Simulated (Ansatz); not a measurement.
Ansatz (a first-principles code), DFT, LDA, plane waves, its soft PAW files of 3 December: Li3YSb2, long cell, atoms displaced (from the phase in space group 164, mp-1206280) (Li15Y5Sb10), 30 atoms. Basis and mesh were picked for this test and aren't claimed converged.

```json
{
  "cell": "4.53, 4.53, 35.94 Å; 90, 90, 120°",
  "distance_to_the_nearest_atom": "2.64 to 3.15 Å",
  "task": "single point",
  "k mesh": "4×4×1",
  "hamiltonian.xc": "lda",
  "kind_of_files": "paw",
  "scf.occupations.method": "fermi_dirac",
  "scf.occupations.width": "0.05 eV",
  "output.forces": "true",
  "binding of workers (--pin)": "off",
  "k-point pools (--kpoint-pools)": "1",
  "memory maximum (--max-ram)": "8GiB",
  "accuracy": "medium (default)",
  "basis.precision": "auto (default)",
  "basis.xc_grid": "1 (default)",
  "scf.eigensolver.kind": "auto (default)",
  "scf.convergence.dr2_threshold": "6.39075e-07 (default)",
  "scf.lower_state_search": "light (default)",
  "k-points after symmetry": "10",
  "bands_at_the_start": "155",
  "electrons": "250",
  "plane waves at Γ": "12439",
  "cutoff (eV)": "420",
  "FFT grid": "32×32×243",
  "symmetry_operations": "1"
}
```

One run each.

All on 4 threads. Base settings, kept where nothing else is said: scf.mixing.algorithm = auto (default), scf.mixing.preconditioner = auto (default), scf.algorithm = auto (default) (scf.mixing.beta, scf.mixing.ndim, scf.mixing.q_tf not set). The settings tried:…
- scf.mixing.ndim = 16
- scf.mixing.algorithm = anderson, scf.mixing.ndim = 1
- scf.mixing.preconditioner = kerker_dos
- scf.mixing.algorithm = broyden, scf.mixing.beta = 0.3
- scf.mixing.preconditioner = kerker
- scf.mixing.algorithm = broyden, scf.mixing.beta = 0.1
- scf.mixing.algorithm = anderson, scf.mixing.ndim = 4
- scf.mixing.preconditioner = none
- scf.mixing.preconditioner = resta
- scf.mixing.algorithm = broyden
- scf.mixing.algorithm = broyden, scf.mixing.preconditioner = kerker, scf.mixing.q_tf = 1.5 1/Å
- scf.mixing.algorithm = broyden, scf.mixing.preconditioner = kerker, scf.mixing.q_tf = 0.5 1/Å
- scf.mixing.preconditioner = local_kerker
- scf.mixing.algorithm = broyden, scf.mixing.beta = 0.7
- scf.algorithm = direct_min
- scf.mixing.algorithm = anderson
- scf.mixing.algorithm = msr1
- scf.mixing.ndim = 4
- scf.mixing.algorithm = broyden, scf.mixing.preconditioner = kerker
- scf.mixing.preconditioner = ldos
- scf.mixing.algorithm = broyden, scf.mixing.beta = 1
- the base settings
- scf.mixing.algorithm = broyden, scf.mixing.preconditioner = none
- scf.mixing.algorithm = anderson, scf.mixing.ndim = 16

**Question.** Which settings need the fewest SCF iterations, which the most, and do any fail to converge?

**Answer.** Fewest SCF iterations, with those close behind: scf.mixing.preconditioner = kerker_dos (8); scf.algorithm = direct_min (8); scf.mixing.preconditioner = ldos (10); scf.mixing.algorithm = broyden, scf.mixing.preconditioner = kerker, scf.mixing.q_tf = 1.5 1/Å (10); scf.mixing.algorithm = broyden, scf.mixing.preconditioner = kerker, scf.mixing.q_tf = 0.5 1/Å (11). Most among those that reach the base run's result: scf.mixing.algorithm = anderson, scf.mixing.ndim = 1 (77). All converged. In the base run the program took: scf.mixing.algorithm MSR1, scf.eigensolver.kind band_cg, --slots 4.

```json
[
 {"setting": "scf.mixing.preconditioner = kerker_dos", "SCF iterations": "8", "applications of H to a band": "24850", "end": "converged"},
 {"setting": "scf.algorithm = direct_min", "SCF iterations": "8", "applications of H to a band": "159022", "end": "converged"},
 {"setting": "scf.mixing.preconditioner = ldos", "SCF iterations": "10", "applications of H to a band": "34440", "end": "converged"},
 {"setting": "scf.mixing.algorithm = broyden, scf.mixing.preconditioner = kerker, scf.mixing.q_tf = 1.5 1/Å", "SCF iterations": "10", "applications of H to a band": "26991", "end": "converged"},
 {"setting": "scf.mixing.algorithm = broyden, scf.mixing.preconditioner = kerker, scf.mixing.q_tf = 0.5 1/Å", "SCF iterations": "11", "applications of H to a band": "30426", "end": "converged"},
 {"setting": "scf.mixing.algorithm = broyden, scf.mixing.beta = 1", "SCF iterations": "12", "applications of H to a band": "36185", "end": "converged"},
 {"setting": "scf.mixing.algorithm = broyden, scf.mixing.beta = 0.7", "SCF iterations": "13", "applications of H to a band": "31951", "end": "converged"},
 {"setting": "scf.mixing.ndim = 16", "SCF iterations": "13", "applications of H to a band": "29676", "end": "converged"},
 {"setting": "the base settings", "SCF iterations": "14", "applications of H to a band": "30819", "end": "converged"},
 {"setting": "scf.mixing.algorithm = msr1", "SCF iterations": "14", "applications of H to a band": "30819", "end": "converged"},
 {"setting": "scf.mixing.preconditioner = kerker", "SCF iterations": "14", "applications of H to a band": "30819", "end": "converged"},
 {"setting": "scf.mixing.ndim = 4", "SCF iterations": "14", "applications of H to a band": "29768", "end": "converged"},
 {"setting": "scf.mixing.algorithm = broyden", "SCF iterations": "15", "applications of H to a band": "40669", "end": "converged"},
 {"setting": "scf.mixing.algorithm = anderson", "SCF iterations": "15", "applications of H to a band": "37362", "end": "converged"},
 {"setting": "scf.mixing.algorithm = broyden, scf.mixing.preconditioner = kerker", "SCF iterations": "15", "applications of H to a band": "40669", "end": "converged"},
 {"setting": "scf.mixing.algorithm = anderson, scf.mixing.ndim = 16", "SCF iterations": "15", "applications of H to a band": "37474", "end": "converged"},
 {"setting": "scf.mixing.preconditioner = local_kerker", "SCF iterations": "16", "applications of H to a band": "38786", "end": "converged"},
 {"setting": "scf.mixing.algorithm = anderson, scf.mixing.ndim = 4", "SCF iterations": "16", "applications of H to a band": "36989", "end": "converged"},
 {"setting": "scf.mixing.algorithm = broyden, scf.mixing.beta = 0.3", "SCF iterations": "17", "applications of H to a band": "42057", "end": "converged"},
 {"setting": "scf.mixing.preconditioner = none", "SCF iterations": "21", "applications of H to a band": "49222", "end": "converged"},
 {"setting": "scf.mixing.preconditioner = resta", "SCF iterations": "21", "applications of H to a band": "49222", "end": "converged"},
 {"setting": "scf.mixing.algorithm = broyden, scf.mixing.preconditioner = none", "SCF iterations": "22", "applications of H to a band": "53931", "end": "converged"},
 {"setting": "scf.mixing.algorithm = broyden, scf.mixing.beta = 0.1", "SCF iterations": "26", "applications of H to a band": "62395", "end": "converged"},
 {"setting": "scf.mixing.algorithm = anderson, scf.mixing.ndim = 1", "SCF iterations": "77", "applications of H to a band": "113223", "end": "converged"}
]
```

An iteration's cost differs between solvers, so these counts don't give the time.

Keys are those of Ansatz 0.2.
